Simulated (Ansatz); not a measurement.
**Effect of Pb on a S site, symmetric start on ZnCu2SnS4**

The parent structure is a 16-atom supercell of ZnCu2SnS4 (space group I-4, No. 82; a = 5.468 Å, c = 10.935 Å) at its relaxed geometry.

The change: a neutral Pb on a S site, symmetric start, atoms relaxed at fixed cell.

Level of theory: Ansatz (a program for electronic structure), PBE, PAW, cutoff 420 eV, no spin-orbit coupling. Γ-centred 3×4×4 mesh, Fermi–Dirac width 0.05 eV.

| quantity | base | changed | shift |
|---|---|---|---|
| pressure | 0.0 GPa | 2.0 GPa | +2.0 GPa |
| largest displacement of a host atom from its site in the perfect cell | – | 0.99 Å | – |
| shift of the substituted atom off its lattice site | – | 0.85 Å | – |

Cost of the whole job for the changed cell (relaxation, final SCF and bands): roughly 40 core-minutes.

The cell is small, so the values are those of an ordered compound at a high defect concentration; dilute-limit values will differ. The defect started on the symmetric site and kept its symmetry, so it may sit on a saddle. The final runs are not spin-polarised. The defect cell is not spin-polarised.
